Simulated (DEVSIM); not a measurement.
System: illuminated Si n-on-p cell, one wavelength, at 300 K.

```tsv
layer (left to right)	material	thickness (μm)	Nd (cm⁻³)	Na (cm⁻³)	τn (s)	τp (s)	absorption coefficient (cm⁻¹)
1	Si	0.200	1.6e18	-	5.9e-9	7.9e-9	120
2	Si	39.0	-	8.8e16	1.8e-7	1.8e-7	120
```

Left contact: ohmic, minority hole recombination velocity 5000 cm/s. Right contact: ohmic, minority electron recombination velocity 9000 cm/s. Voltage is applied to the left contact. Recombination: SRH at mid-gap, radiative, Auger. Light enters at the left, 1.1e17 photons cm⁻² s⁻¹, one pass, no reflection. Mobility is μmin + (μ − μmin)/(1 + (N/Nref)^α).

Constants are typed, rounded textbook-type inputs, not results; the design itself was drawn at random and stands for no fabricated device. Values at 300 K.

```tsv
parameter	Si
gap (eV)	1.124
affinity (eV)	4.05
permittivity	11.7
Nc (cm⁻³)	2.86e19
Nv (cm⁻³)	3.1e19
μn (cm²/Vs)	1417
μp (cm²/Vs)	470
μn,min	52
μp,min	45
Nref,n	9.7e16
Nref,p	2.2e17
αn	0.68
αp	0.72
B (cm³/s)	4.7e-15
Cn (cm⁶/s)	2.8e-31
Cp (cm⁶/s)	9.9e-32
```

Simulated with DEVSIM: 1D drift-diffusion, Boltzmann statistics, complete ionisation; no tunnelling, impact ionisation, image-force lowering or self-heating.

**Question.** Give the dark reverse current.

**Answer.** 
```json
[
 {"V (V)": "0.04", "J (A/cm²)": "3.0e-9"},
 {"V (V)": "0.10", "J (A/cm²)": "6.0e-9"},
 {"V (V)": "0.20", "J (A/cm²)": "1.0e-8"},
 {"V (V)": "0.30", "J (A/cm²)": "1.4e-8"},
 {"V (V)": "0.40", "J (A/cm²)": "1.7e-8"},
 {"V (V)": "0.60", "J (A/cm²)": "2.3e-8"},
 {"V (V)": "0.80", "J (A/cm²)": "2.9e-8"},
 {"V (V)": "1.00", "J (A/cm²)": "3.4e-8"},
 {"V (V)": "1.30", "J (A/cm²)": "4.1e-8"},
 {"V (V)": "1.60", "J (A/cm²)": "4.7e-8"}
]
```
